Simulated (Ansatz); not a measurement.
## A computed series for MoSi2: pressure series

The reference is MoSi2 (space group I4/mmm, No. 139; a = 3.190 Å, c = 7.821 Å).

Cell and atoms are relaxed at each pressure.

Computed with plane-wave PAW DFT at the PBEsol level (Ansatz, a first-principles code, 420 eV), spin-orbit coupling left out.

```json
[
 {"P (GPa)": "-2.00", "V (Å³/atom)": "13.390"},
 {"P (GPa)": "-1.00", "V (Å³/atom)": "13.327"},
 {"P (GPa)": "0.90", "V (Å³/atom)": "13.212"},
 {"P (GPa)": "2.10", "V (Å³/atom)": "13.142"},
 {"P (GPa)": "4.49", "V (Å³/atom)": "13.007"},
 {"P (GPa)": "8.99", "V (Å³/atom)": "12.773"},
 {"P (GPa)": "14.99", "V (Å³/atom)": "12.492"},
 {"P (GPa)": "22.48", "V (Å³/atom)": "12.181"},
 {"P (GPa)": "29.98", "V (Å³/atom)": "11.904"}
]
```

Problem. Fit a third-order Birch–Murnaghan equation of state.

Solution. Least squares on P(V) = (3B₀/2)[(V₀/V)^(7/3) − (V₀/V)^(5/3)]·[1 + (3/4)(B₀′ − 4)((V₀/V)^(2/3) − 1)] gives V₀ = 13.27 Å³/atom, B₀ = 219 GPa and B₀′ = 4.3.

Load acts through the strain it causes; cell and atoms are relaxed under it. Whether these cells are dynamically stable was not tested. No other phases were tried under pressure. All final runs are without spin polarisation.
